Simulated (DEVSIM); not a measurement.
Structure: abrupt Si n-p junction, at 300 K.

```tsv
layer (left to right)	material	thickness (μm)	Nd (cm⁻³)	Na (cm⁻³)	τn (s)	τp (s)
1	Si	49.0	1.4e17	-	9e-6	9e-6
2	Si	35.0	-	7.4e15	9e-6	9e-6
```

Left contact: ohmic. Right contact: ohmic. Voltage is applied to the left contact. Recombination: SRH at mid-gap, Auger. Gap narrowing is on: ΔEg = 6.92 meV × (l + √(l² + 0.5)), l = ln(N/1.3e17 cm⁻³), shared equally by both band edges. Mobility is μmin + (μ − μmin)/(1 + (N/Nref)^α).

This is a model device: material constants are rounded textbook-type values typed into the input, and sizes, dopings and lifetimes were drawn at random. Values at 300 K; Nc and Nv go as T^1.5, mobilities as T to minus their exponent, the gap by Varshni's rule with the affinity fixed.

```csv
parameter,Si
gap (eV),1.124
affinity (eV),4.05
permittivity,11.7
Nc (cm⁻³),2.86e19
Nv (cm⁻³),3.1e19
μn (cm²/Vs),1417
μp (cm²/Vs),470
"μn,min",52
"μp,min",45
"Nref,n",9.7e16
"Nref,p",2.2e17
αn,0.68
αp,0.72
T exponent of μn,2.3
T exponent of μp,2.2
Cn (cm⁶/s),2.8e-31
Cp (cm⁶/s),9.9e-32
Varshni α (eV/K),0.000473
Varshni β (K),636
```

DEVSIM, 1D drift-diffusion, Boltzmann statistics, complete ionisation; no tunnelling, impact ionisation, image-force lowering or self-heating.

The temperature was swept, all else fixed.

```
temperature (K)  dark forward voltage at 1 A/cm² (V)  dark forward voltage at 100 A/cm² (V)  largest field in the device at zero bias (V/cm)  potential step across the device at zero bias (V)
---------------  -----------------------------------  -------------------------------------  -----------------------------------------------  -------------------------------------------------
250                                            0.735                                  0.886                                            42000                                              0.851
300                                            0.634                                  0.826                                            41000                                              0.768
350                                            0.532                                  0.767                                            39000                                              0.682
400                                            0.427                                  0.709                                            37000                                              0.593
450                                            0.321                                  0.652                                            36000                                              0.501
500                                              ___                                    ___                                            34000                                              0.408
```

### Question
What belongs in the gaps?

### Answer

- 500, dark forward voltage at 1 A/cm² (V): 0.214
- 500, dark forward voltage at 100 A/cm² (V): 0.596
